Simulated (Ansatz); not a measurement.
The starting structures come from a database of crystals and need not be the phases stable at ambient conditions.

 Where the default PAW files enter, the runs use the earlier of Ansatz's two default sets.

Data:

```xyz
5
Lattice="6.3755 0.0000 0.0000 0.0000 7.8663 0.0000 3.1877 2.6221 1.8404" Properties=species:S:1:pos:R:3 pbc="T T T"
Rb     0.0000     3.8101     0.0000
I      0.0000     7.8581     0.0000
O      1.3854     8.7185     0.7998
O      4.9901     8.7185     0.7998
O      3.1877     3.4743     0.2408
```

Space group of this cell: R3m. The cell is taken as given.

Transport runs along the normal of the first two printed cell vectors, the (100) plane of the conventional cell.

No gap correction and no spin-orbit coupling; mid-gap values are interpolated between computed energies.

**Question.** Estimate the band gap and the smallest decay constant κ at mid-gap that Ansatz (a program for electronic structure) with r2SCAN returns for this system.

**Answer.** Gap 3.18 eV on a 16×16×16 mesh; κ = 0.324 1/Å, at (0.000, 0.250) of the in-plane reciprocal vectors. At the zone centre, at the nearest computed energy, the slowest state has κ = 0.36 1/Å.
